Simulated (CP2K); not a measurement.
**Worked example: self-consistent single point of GaBPbO4 (Pnma, 28 atoms in the cell) in CP2K**

Method: LDA (Pade form), GPW, DZVP-MOLOPT-SR-GTH basis, GTH-PADE potentials (GTH_POTENTIALS) run with CP2K.

Input as run:

```
&GLOBAL
  PROJECT calc
  RUN_TYPE ENERGY_FORCE
  PRINT_LEVEL MEDIUM
&END GLOBAL
&FORCE_EVAL
  METHOD Quickstep
  STRESS_TENSOR ANALYTICAL
  &DFT
    BASIS_SET_FILE_NAME BASIS_MOLOPT
    POTENTIAL_FILE_NAME GTH_POTENTIALS
    &QS
      METHOD GPW
      EPS_DEFAULT 1E-10
    &END QS
    &MGRID
      CUTOFF 600
      REL_CUTOFF 50
      NGRIDS 5
    &END MGRID
    &SCF
      SCF_GUESS ATOMIC
      EPS_SCF 1E-6
      MAX_SCF 100
      ADDED_MOS 28
      &DIAGONALIZATION
        ALGORITHM STANDARD
      &END DIAGONALIZATION
      &MIXING
        METHOD BROYDEN_MIXING
        ALPHA 0.2
        NBUFFER 10
        BETA 1.5
      &END MIXING
      &SMEAR ON
        METHOD GAUSSIAN
        SIGMA [eV] 0.136
      &END SMEAR
    &END SCF
    &KPOINTS
      SCHEME MONKHORST-PACK 3 3 2
      GAMMA_CENTERED T
    &END KPOINTS
    &XC
      &XC_FUNCTIONAL PADE
      &END XC_FUNCTIONAL
    &END XC
    &PRINT
      &MO
        EIGENVALUES T
        OCCUPATION_NUMBERS T
        NDIGITS 8
        FILENAME mo
        &EACH
          QS_SCF 0
        &END EACH
        ADD_LAST NUMERIC
      &END MO
      &MULLIKEN ON
      &END MULLIKEN
    &END PRINT
  &END DFT
  &SUBSYS
    &CELL
      A 7.16366400 0.00000000 0.00000000
      B 0.00000000 6.03509800 0.00000000
      C 0.00000000 0.00000000 8.44913800
      PERIODIC XYZ
    &END CELL
    &COORD
      Pb       0.44414717     1.50877450     3.03135638
      Pb       3.13768483     4.52632350     7.25592538
      Pb       4.02597917     1.50877450     1.19321262
      Pb       6.71951683     4.52632350     5.41778162
      Ga       0.00000000     0.00000000     0.00000000
      Ga       3.58183200     0.00000000     4.22456900
      Ga       3.58183200     3.01754900     4.22456900
      Ga       0.00000000     3.01754900     0.00000000
      O        5.88638271     4.52632350     0.77816561
      O        4.85911329     1.50877450     5.00273461
      O        2.30455071     4.52632350     3.44640339
      O        1.27728129     1.50877450     7.67097239
      O        0.72567916     4.52632350     7.48086679
      O        2.85615284     1.50877450     3.25629779
      O        4.30751116     4.52632350     5.19284021
      O        6.43798484     1.50877450     0.96827121
      O        1.23000111     5.75386243     1.62392432
      O        2.35183089     0.28123557     5.84849332
      O        4.81183311     3.29878457     2.60064468
      O        5.93366289     2.73631343     6.82521368
      O        5.93366289     0.28123557     6.82521368
      O        4.81183311     5.75386243     2.60064468
      O        2.35183089     2.73631343     5.84849332
      O        1.23000111     3.29878457     1.62392432
      B        5.56115236     1.50877450     6.21941048
      B        5.18434364     4.52632350     1.99484148
      B        1.97932036     1.50877450     6.45429652
      B        1.60251164     4.52632350     2.22972752
    &END COORD
    &KIND Pb
      BASIS_SET DZVP-MOLOPT-SR-GTH-q4
      POTENTIAL GTH-PADE-q4
    &END KIND
    &KIND Ga
      BASIS_SET DZVP-MOLOPT-SR-GTH-q13
      POTENTIAL GTH-PADE-q13
    &END KIND
    &KIND O
      BASIS_SET DZVP-MOLOPT-SR-GTH-q6
      POTENTIAL GTH-PADE-q6
    &END KIND
    &KIND B
      BASIS_SET DZVP-MOLOPT-SR-GTH-q3
      POTENTIAL GTH-PADE-q3
    &END KIND
  &END SUBSYS
  &PRINT
    &FORCES ON
    &END FORCES
    &STRESS_TENSOR ON
    &END STRESS_TENSOR
  &END PRINT
&END FORCE_EVAL
```

Output (repeated stretches shortened):

```
 GLOBAL| Method name                                                        CP2K
 GLOBAL| Project name                                                       calc
 GLOBAL| Run type                                                   ENERGY_FORCE

 CELL| Volume [angstrom^3]:                                           365.285083
 CELL| Vector a [angstrom]:       7.164     0.000     0.000   |a| =     7.163664
 CELL| Vector b [angstrom]:       0.000     6.035     0.000   |b| =     6.035098
 CELL| Vector c [angstrom]:       0.000     0.000     8.449   |c| =     8.449138
 CELL| Angle (b,c), alpha [degree]:                                    90.000000
 CELL| Angle (a,c), beta  [degree]:                                    90.000000
 CELL| Angle (a,b), gamma [degree]:                                    90.000000
 CELL| Numerically orthorhombic:                                             YES
 CELL| Periodicity                                                           XYZ

 DFT| Spin restricted Kohn-Sham (RKS) calculation                            RKS
 DFT| Multiplicity                                                             1
 DFT| Number of spin states                                                    1
 DFT| Charge                                                                   0
 DFT| XC density smoothing                                                  NONE
 DFT| XC derivatives                                                          PW

 QS| Method:                                                                 GPW
 QS| Density plane wave grid type                        NON-SPHERICAL FULLSPACE
 QS| Number of grid levels:                                                    5
 QS| Density cutoff [a.u.]:                                                300.0
 QS| Multi grid cutoff [a.u.]: 1) grid level                               300.0
   [... lines left out ...]
 BRILLOUIN|     5           0.11111       -0.33333        0.33333        0.00000
 BRILLOUIN|     6           0.11111       -0.33333        0.33333        0.50000
 BRILLOUIN|     7           0.11111        0.00000       -0.33333        0.00000
 BRILLOUIN|     8           0.11111        0.00000       -0.33333        0.50000
 BRILLOUIN|     9           0.05556        0.00000        0.00000        0.00000
 BRILLOUIN|    10           0.05556        0.00000        0.00000        0.50000
 *******************************************************************************

 Extrapolation method: initial_guess

 Re-scaling the density matrix to get the right number of electrons
                  # Electrons              Trace(P)               Scaling factor
                          176               176.000                        1.000

 Number of electrons:                                                        176
 Number of occupied orbitals:                                                 88
 Number of molecular orbitals:                                               116

 Number of orbital functions:                                                412
 Number of independent orbital functions:                                    412
 SCF WAVEFUNCTION OPTIMIZATION

  Step     Update method      Time    Convergence         Total energy    Change
     1 NoMix/Diag. 0.20E+00      -     1.75639037      -581.2566733943 -5.81E+02
     2 Broy./Diag. 0.20E+00      -     0.08766261      -556.8994432175  2.44E+01
     3 Broy./Diag. 0.20E+00      -     0.19042912      -569.9319776887 -1.30E+01
     4 Broy./Diag. 0.20E+00      -     0.02542841      -582.0498355750 -1.21E+01
     5 Broy./Diag. 0.20E+00      -     0.06629315      -579.9763662482  2.07E+00
     6 Broy./Diag. 0.20E+00      -     0.00834584      -581.2492600182 -1.27E+00
     7 Broy./Diag. 0.20E+00      -     0.01054873      -580.9193291052  3.30E-01
     8 Broy./Diag. 0.20E+00      -     0.01283361      -581.1736761634 -2.54E-01
     9 Broy./Diag. 0.20E+00      -     0.00350705      -581.1719891752  1.69E-03
    10 Broy./Diag. 0.20E+00      -     0.00802456      -581.2627305428 -9.07E-02
    11 Broy./Diag. 0.20E+00      -     0.00108281      -581.2446970455  1.80E-02
    12 Broy./Diag. 0.20E+00      -     0.00099530      -581.2921393286 -4.74E-02
    13 Broy./Diag. 0.20E+00      -     0.00036984      -581.2923874138 -2.48E-04
    14 Broy./Diag. 0.20E+00      -     0.00027883      -581.3002173617 -7.83E-03
    15 Broy./Diag. 0.20E+00      -     0.00027233      -581.2971264809  3.09E-03
    16 Broy./Diag. 0.20E+00      -     0.00009085      -581.2977441603 -6.18E-04
    17 Broy./Diag. 0.20E+00      -     0.00009210      -581.2987522575 -1.01E-03
    18 Broy./Diag. 0.20E+00      -     0.00002015      -581.2994787555 -7.26E-04
    19 Broy./Diag. 0.20E+00      -     0.00002623      -581.2990701665  4.09E-04
    20 Broy./Diag. 0.20E+00      -     0.00000377      -581.2989306219  1.40E-04
    21 Broy./Diag. 0.20E+00      -     0.00000749      -581.2992125676 -2.82E-04
    22 Broy./Diag. 0.20E+00      -     0.00000112      -581.2993041967 -9.16E-05
    23 Broy./Diag. 0.20E+00      -     0.00000150      -581.2993010931  3.10E-06
    24 Broy./Diag. 0.20E+00      -     0.00000177      -581.2992789752  2.21E-05
    25 Broy./Diag. 0.20E+00      -     0.00000063      -581.2992752123  3.76E-06
  *** SCF run converged in    25 steps ***

  Electronic density on regular grids:       -175.9999999936        0.0000000064
  Core density on regular grids:              175.9999999832       -0.0000000168
  Total charge density on r-space grids:       -0.0000000104
  Total charge density g-space grids:          -0.0000000104

  Overlap energy of the core charge distribution:               0.00000725418698
  Self energy of the core charge distribution:              -1098.00747534900211
  Core Hamiltonian energy:                                    317.49277635515710
  Hartree energy:                                             302.79874698472759
  Exchange-correlation energy:                               -103.58333045734553
  Smearing free energy correction:                             -0.00000000000000
  Fermi energy:                                                 0.14994754525942

  Total energy:                                              -581.29927521227592
  Total energy (extrapolated to sigma->0):                   -581.29927521227592

                     Mulliken Population Analysis

 #  Atom  Element  Kind  Atomic population                           Net charge
       1     Pb       1          3.154756                              0.845244
       2     Pb       1          3.154757                              0.845243
       3     Pb       1          3.154757                              0.845243
       4     Pb       1          3.154756                              0.845244
       5     Ga       2         12.327316                              0.672684
       6     Ga       2         12.327293                              0.672707
       7     Ga       2         12.327351                              0.672649
       8     Ga       2         12.327375                              0.672625
       9     O        3          6.361203                             -0.361203
      10     O        3          6.361202                             -0.361202
      11     O        3          6.361202                             -0.361202
   [... 17 lines left out ...]
   [... lines left out ...]
 FORCES|      2 -9.98357001E-03  5.09405651E-07 -2.01659972E-02   2.25019802E-02
 FORCES|      3  9.98357356E-03 -5.08629646E-07  2.01659984E-02   2.25019829E-02
 FORCES|      4 -9.98437073E-03  5.08831720E-07  2.01665670E-02   2.25028461E-02
 FORCES|      5  1.83253046E-08  1.80591677E-08  1.72546889E-08   3.09786154E-08
 FORCES|      6  1.42795161E-08  1.26324945E-08  7.49226633E-11   1.90654166E-08
   [... 17 lines left out ...]
 FORCES|     24  2.95310324E-04  1.33712950E-02  8.56429193E-03   1.58816194E-02
 FORCES|     25  4.08387006E-03 -6.16219598E-07  2.30843360E-03   4.69114706E-03
 FORCES|     26 -4.08361135E-03  6.16418161E-07  2.30812938E-03   4.69077214E-03
 FORCES|     27  4.08361109E-03 -6.16790380E-07 -2.30812996E-03   4.69077220E-03
 FORCES|     28 -4.08386958E-03  6.16625712E-07 -2.30843371E-03   4.69114669E-03
 FORCES| Sum     6.57211118E-08  6.17528996E-08  3.40846042E-08
 FORCES| Total atomic force                                       9.64077040E-08

 STRESS| Analytical stress tensor [bar]
 STRESS|                        x                   y                   z
 STRESS|      x       -1.00345999521E+05   9.42404925865E-01  -1.30362343802E+00
 STRESS|      y        9.42404925865E-01  -1.36304795543E+05   1.74676768113E-03
 STRESS|      z       -1.30362343802E+00   1.74676768113E-03  -1.26925796507E+05
 STRESS| 1/3 Trace                                            -1.21192197190E+05
```

The run converged in 25 iterations.

The starting cell comes from a database of published, mostly measured structures (it also holds non-ambient and calculated ones), without a prior relaxation at this level. Its lattice was rescaled by a random factor within 2.5 % of one. Values carry the incompleteness of an atom-centred basis. With a pressure of about -12 GPa the cell is away from its equilibrium volume at this level. Forces in this geometry exceed 1 eV/Å.

Cost on one core of a shared machine: roughly 90 s.
